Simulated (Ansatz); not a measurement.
**Short convergence ladders for a (001) slab of Te2Mo (cut from a parent of space group no. 187; 3 atoms in the cell)**

```xyz
3
Lattice="3.5495 0.0000 0.0000 -1.7748 3.0740 0.0000 0.0000 0.0000 17.5690" Properties=species:S:1:pos:R:3 pbc="T T T"
Te     0.0000     2.0493     7.0000
Te     0.0000     2.0493    10.5690
Mo     0.0000     0.0000     8.7845
```

Base method: LDA (PW92), default PAW files made with PBE (plane waves; Ansatz, an electronic-structure program).

Base settings: basis.ecutwfc = 30.9 Ry; kpoints.mp_grid.grid = 7 7 1; hamiltonian.xc = lda; hamiltonian.pseudopotentials = {kind: paw} (the program's default PAW files); scf.occupations.method = fermi_dirac; scf.occupations.width = 0.0015 Ry.

The count of work is k-points × plane waves × bands × iterations; it is no time. 

**The vacuum**

The mesh stays at the base's, so the ladder's end is converged at best in this setting alone.

Only quantities that move along the ladder and can be compared are tabulated.

| vacuum between outermost atoms (Å) | free energy less the last step's (meV/atom) | largest difference of a force vector from the last step's (eV/Å) | count of work / last |
|---|---|---|---|
| 3.0 | 420.18 | 1.072 | 0.27 |
| 4.0 | 84.41 | 0.023 | 0.25 |
| 5.0 | 26.69 | 0.018 | 0.29 |
| 6.0 | 8.95 | 0.001 | 0.33 |
| 7.0 | 2.75 | 0.001 | 0.36 |
| 8.0 | 0.79 | 0.001 | 0.39 |
| 10.0 | 0.09 | 0.000 | 0.47 |
| 12.0 | 0.05 | 0.000 | 0.53 |
| 14.0 | 0.04 | 0.000 | 0.60 |
| 17.0 | 0.04 | 0.000 | 0.61 |
| 20.0 | 0.04 | 0.000 | 0.70 |
| 25.0 | 0.04 | 0.000 | 0.85 |
| 30.0 | 0.00 | 0.000 | 1.0 |

Smallest vacuum between outermost atoms (Å) that holds the free energy within 1 meV/atom of the last step, with all finer ones: 8.0, at 0.39 of the last step's count of work; the step before is off by 2.8 meV/atom.

Smallest vacuum between outermost atoms (Å) that holds the forces within 0.02 eV/Å of the last step, with all finer ones: 5.0, at 0.29 of the last step's count of work; the step before is off by 0.023 eV/Å.

**The k-point mesh**

Only quantities that move along the ladder and can be compared are tabulated.

| kpoints.mp_grid.grid | free energy less the last step's (meV/atom) | largest difference of a force vector from the last step's (eV/Å) | count of work / last |
|---|---|---|---|
| 2 2 1 | 237.18 | 0.215 | 0.052 |
| 3 3 1 | -42.68 | 0.181 | 0.068 |
| 4 4 1 | -15.76 | 0.011 | 0.10 |
| 5 5 1 | 1.78 | 0.004 | 0.13 |
| 6 6 1 | 0.67 | 0.005 | 0.18 |
| 7 7 1 | 0.15 | 0.001 | 0.21 |
| 8 8 1 | 0.08 | 0.000 | 0.23 |
| 9 9 1 | 0.00 | 0.000 | 0.31 |
| 11 11 1 | 0.00 | 0.000 | 0.42 |
| 12 12 1 | 0.00 | 0.000 | 0.43 |
| 15 15 1 | 0.00 | 0.000 | 0.61 |
| 17 17 1 | 0.00 | 0.000 | 0.75 |
| 20 20 1 | 0.00 | 0.000 | 1.0 |

Coarsest kpoints.mp_grid.grid that holds the forces within 0.01 eV/Å of the last step, with all finer ones: 5 5 1, at 0.13 of the last step's count of work; the step before is off by 0.011 eV/Å.

Coarsest kpoints.mp_grid.grid that holds the free energy within 2 meV/atom of the last step, with all finer ones: 5 5 1, at 0.13 of the last step's count of work; the step before is off by 16 meV/atom.

**The plane-wave cutoff**

The mesh stays at the base's, so the ladder's end is converged at best in this setting alone.

Only quantities that move along the ladder and can be compared are tabulated.

| basis.ecutwfc | free energy less the last step's (meV/atom) | largest difference of a force vector from the last step's (eV/Å) | count of work / last |
|---|---|---|---|
| 15.4 Ry | 4137.21 | 0.481 | 0.12 |
| 18.4 Ry | 719.27 | 0.084 | 0.16 |
| 21.7 Ry | 73.50 | 0.017 | 0.20 |
| 26.1 Ry | 3.47 | 0.001 | 0.28 |
| 30.9 Ry | 1.23 | 0.001 | 0.35 |
| 37.1 Ry | 0.34 | 0.001 | 0.47 |
| 46.3 Ry | 0.12 | 0.000 | 0.65 |
| 61.7 Ry | 0.00 | 0.000 | 1.0 |

Coarsest basis.ecutwfc that holds the free energy within 5 meV/atom of the last step, with all finer ones: 26.1 Ry, at 0.28 of the last step's count of work; the step before is off by 74 meV/atom.

Coarsest basis.ecutwfc that holds the forces within 0.005 eV/Å of the last step, with all finer ones: 26.1 Ry, at 0.28 of the last step's count of work; the step before is off by 0.017 eV/Å.

On the base run: the starting cell comes from a database of computed structures (which also holds hypothetical and non-ambient phases and stackings), without a prior relaxation at this level. The slab is cut from that crystal, and its faces are unrelaxed. Its lattice was rescaled by up to half a per cent. Spin polarisation is off.

Keys are those of Ansatz 0.2.
